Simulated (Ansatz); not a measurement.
# Effective masses and thermopower of SiC (I-4m2)

```xyz
2
Lattice="0.0000 2.1104 2.2246 2.1104 0.0000 2.2246 2.1104 2.1104 0.0000" Properties=species:S:1:pos:R:3 pbc="T T T"
Si     0.0000     0.0000     0.0000
C      1.0552     1.0552     1.1123
```

All values below come from r2SCAN with spin-orbit coupling, rigid bands (plane waves, PAW; Ansatz, a first-principles code). Condition of this run: biaxial stress in (001) of 15 GPa (compression positive) (the target of the relaxation). Cell: cell and atoms relaxed with PBEsol, then loaded as said.

```yaml
band_gap: 1.39 eV
electron conductivity mass (300 K, dilute): 0.33 (x), 0.33 (y), 0.25 (z) mₑ
hole conductivity mass (300 K, dilute): 0.50 (x), 0.50 (y), 0.69 (z) mₑ
effective density of states N_c (300 K): 9.3e18 cm⁻³
effective density of states N_v (300 K): 1.1e20 cm⁻³
density_of_states_mass_electrons: 0.51 mₑ
density_of_states_mass_holes: 2.7 mₑ
Seebeck coefficient, n-type 1e19 cm⁻³, 300 K: -214 μV/K
best n-type power factor at 300 K for τ = 10 fs (best axis; densities from 1e16 to 1e21 cm⁻³ tried, whether or not they can be reached): 6.1 μW/(cm·K²) at 3e19 cm⁻³
Seebeck coefficient, p-type 1e19 cm⁻³, 300 K: 396 μV/K
best p-type power factor at 300 K for τ = 10 fs (best axis; densities from 1e16 to 1e21 cm⁻³ tried, whether or not they can be reached): 23 μW/(cm·K²) at 3e20 cm⁻³
```

Rigid bands; masses and Seebeck coefficients take one relaxation time τ for all states and one kind of carrier; polarons and phonon drag are left out. Geometry: cell and atoms relaxed with PBEsol.
